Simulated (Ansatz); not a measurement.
# InP: pressure series

The reference is InP in the zinc blende structure (space group F-43m, No. 216; a = 5.878 Å).

Cell and atoms are relaxed at each pressure.

Calculations: Ansatz (a quantum-chemistry and plane-wave program) PBEsol, spin-orbit coupling left out.

Candidates:
(a) pressure 4.5 GPa
(b) pressure 22.5 GPa
(c) pressure 2.1 GPa
(d) pressure 15 GPa

Base values:

| Item | Result |
|---|---|
| Band gap | 0.57 eV |

### Question
Order them by band gap, lowest first.

### Answer
(c) pressure 2.1 GPa (0.73 eV), (a) pressure 4.5 GPa (0.88 eV), (b) pressure 22.5 GPa (1.22 eV), (d) pressure 15 GPa (1.34 eV)

Load acts through the strain it causes; cell and atoms are relaxed under it. Whether these cells are dynamically stable was not tested. Measured, InP leaves this structure (for rock salt) near 9.8 GPa (temperature not stated; as listed in Datta, Sujoy, Jana, Debnarayan, arXiv (2020)).
